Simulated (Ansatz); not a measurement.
Base system: BeS in the zinc blende structure (space group F-43m, No. 216).

```cif
data_Be4S4
_chemical_formula_sum 'Be4 S4'
_space_group_name_H-M_alt 'F-43m'
_space_group_IT_number 216
_space_group_name_Hall 'F -4 2 3'
_cell_length_a 4.86862
_cell_length_b 4.86862
_cell_length_c 4.86862
_cell_angle_alpha 90.000
_cell_angle_beta 90.000
_cell_angle_gamma 90.000
loop_
_atom_site_label
_atom_site_type_symbol
_atom_site_symmetry_multiplicity
_atom_site_Wyckoff_symbol
_atom_site_fract_x
_atom_site_fract_y
_atom_site_fract_z
_atom_site_occupancy
Be1 Be 4 a 0.00000 0.00000 0.00000 1
S1 S 4 d 0.75000 0.75000 0.75000 1
```
(The calculation used a cell of 2 atoms; values per cell refer to that cell.)

Calculations: r2SCAN in Ansatz (plane waves to 500 eV, PAW, no spin-orbit coupling).

Base values:

The pressure is 0.00 GPa, the gap character is indirect, Γ → X and the electron mass is 0.79 mₑ along k, 0.29 mₑ across (at X). The band gap comes out as 3.59 eV. The hole mass comes out as 0.34, 0.57, 0.57 mₑ (at Γ).

Perturbation: the cell is scaled by 1.0200 in all directions, atoms relaxed at fixed cell.

Question: What happens to the pressure?

Answer: The pressure goes from zero to -5.18 GPa.

Question: How does this affect the gap character?

Answer: The gap character stays indirect, Γ → X.

Question: Estimate the effect on the electron mass.

Answer: The electron mass becomes 0.81 mₑ along k, 0.29 mₑ across (at X) (base: 0.79 mₑ along k, 0.29 mₑ across (at X)).

Question: Predict the new band gap.

Answer: The band gap grows by 0.12 eV, from 3.59 eV to 3.71 eV.

Question: What happens to the hole mass?

Answer: The hole mass (degenerate bands, along [100]) changes from 0.34, 0.57, 0.57 mₑ (at Γ) to 0.33, 0.61, 0.61 mₑ (at Γ).

The cells carry an imposed strain or load. Masses are band curvatures over ±0.01 Å⁻¹ around the edge. Along k means along the line from Γ to the band edge. No phonon test of stability was made.

Ansatz is an electronic-structure program.
